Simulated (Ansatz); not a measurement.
System: antifluorite Be₂C. Method: G0W0@HSE06 (hard PAW, contour deformation; Ansatz, a first-principles code).

The cell has the measured lattice parameters. Conventional cell: a = 4.3400 Å, b = 4.3400 Å, c = 4.3400 Å, α = 90.00°, β = 90.00°, γ = 90.00°.

The quasiparticle gap at Γ at a fixed k mesh 2×2×2:

```tsv
response cutoff	value (eV)
250 eV, 337 empty bands	4.850
300 eV, 443 empty bands	4.871
400 eV, 682 empty bands	4.896
500 eV, 953 empty bands	4.909
```

Taking the value to converge with the response cutoff E as E^(−3/2), extrapolate from the last two rows.

With y = y∞ + c/w and weights w = 8000 and 11180 for the last two rows, y∞ = (w2 y2 − w1 y1)/(w2 − w1) = (11180 × 4.909 − 8000 × 4.896)/3180 = 4.942 eV, which lies 0.033 beyond the last row. Successive pairs of rows give 4.938, 4.942, 4.942. The limit also hangs on the law assumed, so its last digits aren't firm.

The other settings are not extrapolated, so this is the limit in one setting alone.

The smallest gap on this mesh is 1.63 eV, away from Γ.

Note: GW on a hybrid start was not checked against another program.
